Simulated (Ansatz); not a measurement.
Results of LDA in Ansatz (PAW) for PbI₂ (P6₃mc, No. 186).

Settings: plane-wave cutoff 520 eV, 12×12×4 k mesh (along the axes of the cell as run), Fermi–Dirac smearing 0.01 eV, scalar-relativistic PAW data made under PBE.

Cell (relaxed at this level):

```yaml
crystal:
  lattice:
    - [4.46485, 0.00000, 0.00000]
    - [-2.23242, 3.86667, 0.00000]
    - [0.00000, 0.00000, 13.64080]
  atoms:
    - { symbol: Pb, position: [0.33333, 0.66667, 0.99999] }
    - { symbol: Pb, position: [0.66667, 0.33333, 0.49999] }
    - { symbol: I, position: [0.33333, 0.66667, 0.36325] }
    - { symbol: I, position: [0.66667, 0.33333, 0.86325] }
    - { symbol: I, position: [0.00000, 0.00000, 0.63676] }
    - { symbol: I, position: [0.00000, 0.00000, 0.13676] }
```

Problem. Estimate the band gap that the calculation returns.

Solution. 
band gap: 1.93 eV

Note: the volume lies 6 % below that of the published cell.

Spin–orbit coupling is not included; with these elements it can move the gap by several tenths of an eV or more.

Static lattice: no zero-point or thermal effects.

Ansatz is a first-principles code.
